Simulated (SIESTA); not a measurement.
Band structure of Si2Mo (I4/mmm, 3 atoms in the cell).

```
Si2Mo
1.0
   -1.61495     1.61495     3.93936
    1.61495    -1.61495     3.93936
    1.61495     1.61495    -3.93936
Si Mo
2 1
Direct
  0.66457   0.66457   0.00000
  0.33543   0.33543   0.00000
  0.00000   0.00000   0.00000
```

Method: GGA PBE, numerical atomic orbitals DZP, PseudoDojo PBE standard norm-conserving potentials (rewritten from UPF to PSML) run with SIESTA.

Settings: XC.functional = GGA; XC.authors = PBE; potentials = PseudoDojo PBE standard; PAO.BasisSize = DZP; PAO.EnergyShift = 0.01 Ry; MeshCutoff = 300 Ry; kgrid.MonkhorstPack = 14 14 14; OccupationFunction = MP; OccupationMPOrder = 0; ElectronicTemperature = 0.272 eV; MaxSCFIterations = 150; SCF.Mixer.Method = Broyden; SCF.Mixer.Weight = 0.2; SCF.Mixer.History = 8.

The starting cell comes from a database of computed structures (which also holds hypothetical and non-ambient phases and stackings), without a prior relaxation at this level. Its lattice was rescaled by a random factor within 2.5 % of one. Spin polarisation is off. Values carry the incompleteness of an atom-centred basis.

Levels in eV from the Fermi level, bands 8 to 13:
| point | 8 | 9 | 10 | 11 | 12 | 13 |
|---|---|---|---|---|---|---|
| Γ | -2.97 | -2.56 | -2.56 | 0.32 | 3.12 | 3.50 |
| X | -5.12 | -4.37 | -2.97 | -1.22 | 2.16 | 2.60 |
| Y | -4.38 | -3.73 | -2.84 | -1.80 | 1.69 | 2.08 |
| S | -2.73 | -2.46 | -2.17 | -0.42 | 1.49 | 3.13 |
| Z | -2.14 | -0.58 | -0.58 | -0.38 | -0.38 | 0.45 |
| S1 | -2.73 | -2.46 | -2.17 | -0.42 | 1.49 | 3.13 |
| N | -4.41 | -2.56 | -2.51 | -0.51 | 2.12 | 3.19 |
| P | -6.08 | -2.68 | -2.04 | -2.04 | 0.33 | 2.16 |
| Y1 | -4.38 | -3.73 | -2.84 | -1.80 | 1.69 | 2.08 |

Bands cross the Fermi level along this path, so the cell is metallic at this level.

Higher empty bands are left out: an atom-centred basis made for the valence describes them poorly.
